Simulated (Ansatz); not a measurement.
# Short convergence ladders for Ca2CoN2 (I4mm, 5 atoms in the cell)

```
Ca2CoN2
1.0
   -1.76847     1.76847     6.13334
    1.76847    -1.76847     6.13334
    1.76847     1.76847    -6.13334
Ca Co N
2 1 2
Cartesian
  0.00000   0.00000   4.27747
  0.00000   0.00000   8.03922
  0.00000   0.00000   0.00000
  0.00000   0.00000   1.76653
  0.00000   0.00000  10.50016
```
Moments meant for the start (each program seeds them in its own way; μB, in the order of the atoms Ca Ca Co N N): 0.0 0.0 3.0 0.0 0.0.

Base method: PBEsol, default PAW files made with PBE (plane waves; Ansatz, a quantum-chemistry and plane-wave program).

Base settings: basis.ecutwfc = 420 eV; kpoints.mp_grid.grid = 8 8 8; hamiltonian.xc = pbesol; hamiltonian.pseudopotentials = {kind: paw} (the program's default PAW files); magnetization.spin_polarized = true; scf.occupations.method = fermi_dirac; scf.occupations.width = 0.1 eV.

The count of work is k-points × plane waves × bands × iterations; it is no time. Core times come from one kind of shared machine, to one figure; runs under 30 s give none.

**Shifted k-point meshes**

In this ladder: kpoints.mp_grid.shift = 0.5 0.5 0.5.

Only quantities that move along the ladder and can be compared are tabulated.

```tsv
kpoints.mp_grid.grid	free energy less the last step's (meV/atom)	pressure (GPa)	largest difference of a force vector from the last step's (eV/Å)	net moment (μB/atom)	count of work / last
2 2 2	87.91	-2.33	0.134	0.463	0.013
4 4 4	-5.00	-3.82	0.013	0.415	0.046
6 6 6	0.08	-3.79	0.022	0.406	0.12
14 14 14	0.00	-3.71	0.000	0.417	1.0
```

Coarsest kpoints.mp_grid.grid that holds the forces within 0.02 eV/Å: not settled: the last two steps still differ by 0.022 eV/Å, over half the tolerance, so the ladder does not show it.

Coarsest kpoints.mp_grid.grid that holds the free energy within 0.5 meV/atom of the last step, with all finer ones: 6 6 6, at 0.12 of the last step's count of work; the step before is off by 5.0 meV/atom.

Coarsest kpoints.mp_grid.grid that holds the net moment within 0.02 μB/atom: not settled: the last two steps still differ by 0.011 μB/atom, over half the tolerance, so the ladder does not show it.

**The k-point mesh at a smearing width of 0.05 eV**

In this ladder: scf.occupations.width = 0.05 eV.

The second cell is the first with its lattice scaled by 0.98.

Only quantities that move along the ladder and can be compared are tabulated.

| kpoints.mp_grid.grid | free energy less the last step's (meV/atom) | energy of the compressed cell less the first (meV/atom) | pressure (GPa) | largest difference of a force vector from the last step's (eV/Å) | net moment (μB/atom) | count of work / last | core time / last (rough) |
|---|---|---|---|---|---|---|---|
| 5 5 5 | 2.48 | -1.30 | -3.32 | 0.084 | 0.467 | 0.11 | – |
| 7 7 7 | -0.89 | -3.16 | -3.69 | 0.020 | 0.435 | 0.25 | 0.2 |
| 10 10 10 | 0.01 | -3.28 | -3.66 | 0.017 | 0.434 | 0.58 | 0.5 |
| 12 12 12 | 0.00 | -3.76 | -3.73 | 0.000 | 0.426 | 1.0 | 1 |

Coarsest kpoints.mp_grid.grid that holds the energy of the compressed cell less the first within 2 meV/atom of the last step, with all finer ones: 7 7 7, at 0.25 of the last step's count of work and about 0.2 of the last step's time; the step before is off by 2.5 meV/atom.

Coarsest kpoints.mp_grid.grid that holds the net moment within 0.02 μB/atom of the last step, with all finer ones: 7 7 7, at 0.25 of the last step's count of work and about 0.2 of the last step's time; the step before is off by 0.041 μB/atom.

Coarsest kpoints.mp_grid.grid that holds the pressure within 0.2 GPa of the last step, with all finer ones: 7 7 7, at 0.25 of the last step's count of work and about 0.2 of the last step's time; the step before is off by 0.41 GPa.

**The SCF threshold**

The mesh stays at the base's, so the ladder's end is converged at best in this setting alone.

Only quantities that move along the ladder and can be compared are tabulated.

```csv
scf.convergence.dr2_threshold,pressure (GPa),largest difference of a force vector from the last step's (eV/Å),count of work / last,core time / last (rough)
0.1 eV,-3.75,0.035,0.41,1
0.001 eV,-3.63,0.010,0.50,0.7
1e-05 eV,-3.69,0.000,0.77,1
1e-12 eV,-3.69,0.000,1.0,1
```

Coarsest scf.convergence.dr2_threshold that holds the forces within 0.02 eV/Å of the last step, with all finer ones: 0.001 eV; the step before is off by 0.035 eV/Å.

Coarsest scf.convergence.dr2_threshold that holds the pressure within 0.05 GPa of the last step, with all finer ones: 1e-05 eV; the step before is off by 0.05 GPa.

On the base run: the starting cell comes from a database of computed structures (which also holds hypothetical and non-ambient phases and stackings), without a prior relaxation at this level. Its lattice was rescaled by up to half a per cent. One atom was moved a little off its site on purpose. With one magnetic atom in the cell only a parallel order is possible. In the base run, with a pressure of about -4 GPa the cell is away from its equilibrium volume at this level. Ansatz's pressure includes its estimate of the finite-basis (Pulay) stress.

Keys are those of Ansatz 0.2.
